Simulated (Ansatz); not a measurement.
## SiO2: response to strain

The reference is SiO2 in the rutile structure (space group P4_2/mnm, No. 136).

```
SiO2
1.0
    4.23608     0.00000     0.00000
    0.00000     4.23608     0.00000
    0.00000     0.00000     2.69045
Si O
2 4
Direct
  0.00000   0.00000   0.00000
  0.50000   0.50000   0.50000
  0.30698   0.30698   0.00000
  0.80698   0.19302   0.50000
  0.19302   0.80698   0.50000
  0.69302   0.69302   0.00000
```

Cartesian axes are those of the cell as printed.

Strains are applied to the cell and any free atomic positions relax; under biaxial strain the out-of-plane vector relaxes too.

The values are results of PBE (Ansatz, a quantum-chemistry and plane-wave program; PAW; 420 eV plane waves; without spin-orbit coupling), not measurements.

| biaxial strain, plane normal [001], relaxed out of plane (%) | band gap (eV) |
|---|---|
| -3 | 5.54 |
| -2.4 | 5.43 |
| -1.8 | 5.33 |
| -1.2 | ? |
| -0.6 | 5.13 |
| 0 | 5.04 |

Fit E_g = E₀ + Dε (ε in %) to the rows shown and predict the withheld row.

Least squares on the printed values gives E₀ = 5.03 eV, D = -166 meV per % of strain (largest residual 0.01 eV); this predicts 5.23 eV, and the run gives 5.23 eV, in agreement.

No phonon test of stability was made.
